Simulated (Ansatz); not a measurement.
## Pd2Ge, pressure series

The reference is Pd2Ge (space group P-62m, No. 189; a = 6.690 Å, c = 3.417 Å; a cell from a computed database, its experimental status unchecked).

Cell and atoms are relaxed at each pressure.

All numbers come from Ansatz (an electronic-structure program) PBEsol, spin-orbit coupling left out, earlier PAW set.

Two rows of this table had their results exchanged by mistake.

```
pressure          volume per atom (Å³)  shortest distance (Å)  band gap
----------------  --------------------  ---------------------  --------
pressure −2 GPa                  14.89                  2.475      zero
pressure −1 GPa                  14.80                  2.472      zero
pressure 3 GPa                   14.47                  2.463      zero
pressure 7 GPa                   14.18                  2.455      zero
pressure 15 GPa                  13.66                  2.443      zero
pressure 30 GPa                  12.92                  2.422      zero
pressure 50 GPa                  11.07                  2.323      zero
pressure 75 GPa                  11.57                  2.353      zero
pressure 100 GPa                 12.22                  2.389      zero
```

Question: Which two?

Answer: The rows for pressure 50 GPa and pressure 100 GPa: the volume has to fall steadily with pressure, so 12.22 Å³ belongs to pressure 50 GPa and 11.07 Å³ to pressure 100 GPa.

From pressure 75 GPa on, the axis ratios lie over 15 % from the base's, so the cell there is far from its starting form. Load acts through the strain it causes; cell and atoms are relaxed under it. No phonon test of stability was made. Competing high-pressure phases were not computed. All final runs are without spin polarisation.
